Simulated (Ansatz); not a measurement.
Ansatz (an electronic-structure program) run on Cr (P-3m1, 2 atoms in the cell): self-consistent single point.

Level of theory: LDA (PW92), default PAW files made with PBE (plane waves; Ansatz).

```
Cr
1.0
    2.43626     0.00000     0.00000
   -1.21813     2.10986     0.00000
    0.00000     0.00000     4.46821
Cr
2
Direct
  0.33333   0.66667   0.26119
  0.66667   0.33333   0.75000
```

Reference input (self-consistent single point, DFT, LDA (PW92), plane waves, default PAW files made with PBE): basis.ecutwfc = 30.9 Ry; kpoints.mp_grid.grid = 15 15 8; hamiltonian.xc = lda; hamiltonian.pseudopotentials = {kind: paw} (the program's default PAW files); scf.occupations.method = gaussian; scf.occupations.width = 0.0073 Ry. This run's input differs from it in these lines:

Ansatz 0.2 input:
```diff
@@ -11,3 +11,3 @@
 kpoints:
-  mp_grid: { grid: [15, 15, 8] }
+  mp_grid: { grid: [20, 20, 10] }
 hamiltonian:
@@ -16,3 +16,3 @@
 scf:
-  occupations: { method: gaussian, width: 0.0073 Ry }
+  occupations: { method: gaussian, width: 0.022 Ry }
 output:
```

Log, with long lists cut:

```
SCF iter   1: F=—  HF=-6645.317023 eV  |F-HF|=—  |Δ(HF+E_count)|=         —  Δρ=8.69e-3  dr2=7.28e-3  ethr=1.77e-3  ⟨swp⟩=2.5  Hψ=24136  notcnv=0
all-band conjugate gradients solve this SCF's bands
preconditioner: auto → none
SCF iter   2: F=—  HF=-6645.316123 eV  |F-HF|=—  |Δ(HF+E_count)|=   9.00e-4  Δρ=5.15e-3  dr2=3.14e-3  ethr=2.60e-5  ⟨swp⟩=1.0  Hψ=10296  notcnv=0
SCF iter   3: F=—  HF=-6645.315628 eV  |F-HF|=—  |Δ(HF+E_count)|=   4.94e-4  Δρ=1.76e-3  dr2=4.69e-4  ethr=1.12e-5  ⟨swp⟩=2.0  Hψ=9552  notcnv=0
SCF iter   4: F=—  HF=-6645.315484 eV  |F-HF|=—  |Δ(HF+E_count)|=   1.45e-4  Δρ=2.37e-4  dr2=7.95e-6  ethr=1.67e-6  ⟨swp⟩=3.0  Hψ=14423  notcnv=0
SCF iter   5: F=—  HF=-6645.315489 eV  |F-HF|=—  |Δ(HF+E_count)|=   5.14e-6  Δρ=3.46e-5  dr2=5.09e-7  ethr=2.84e-8  ⟨swp⟩=2.0  Hψ=9612  notcnv=0
SCF iter   6: F=—  HF=-6645.315489 eV  |F-HF|=—  |Δ(HF+E_count)|=   5.81e-8  Δρ=1.68e-5  dr2=2.00e-7  ethr=3.57e-10  ⟨swp⟩=5.0  Hψ=28259  notcnv=0
SCF iter   7: F=-6645.315489 eV  HF=-6645.315489 eV  |F-HF|=1.00e-8  |Δ(HF+E_count)|=   4.85e-8  Δρ=5.14e-6  dr2=1.22e-8  ethr=3.57e-10  ⟨swp⟩=3.4  Hψ=19767  notcnv=0
SCF 1 converged in 7 iterations: F = -6645.315489 eV  dr2 = 1.22e-8
Free energy (F): -6645.315489 eV
Internal energy: -6645.182796 eV  (E = F + TS)
E sigma→0 (E₀):  -6645.249143 eV
Entropy (-TS):   -0.132692 eV (-66.346 meV/atom)
Fermi energy:    19.057597 eV
--- Forces (eV/Å), atoms counted from 1 ---
  atom   1  Cr    -0.00000000     0.00000000    -0.52793558
  atom   2  Cr     0.00000000    -0.00000000     0.52793558
--- Stress (GPa, compression-positive) ---
       -3.538026       0.000000      -0.000000
       -0.000000      -3.538026      -0.000000
       -0.000000      -0.000000     -11.415215
  P = ⅓ Tr σ = -6.1638 GPa (-61.638 kbar)
  The stress holds the Pulay correction. Without it, at fixed plane waves, as pw.x and ABINIT print it: P = -6.3085 GPa
```

The run converged in 7 iterations. Against the reference run the free energy goes down by 29.8 meV/atom, the pressure goes from -6.69 to -6.16 GPa and the largest force goes from 0.558 to 0.528 eV/Å.

The starting cell comes from a database of computed structures (which also holds hypothetical and non-ambient phases and stackings), without a prior relaxation at this level. Its lattice was rescaled by up to half a per cent. One atom was moved a little off its site on purpose. Spin polarisation is off. With a pressure of about -6 GPa the cell is away from its equilibrium volume at this level. Ansatz's pressure includes its estimate of the finite-basis (Pulay) stress.
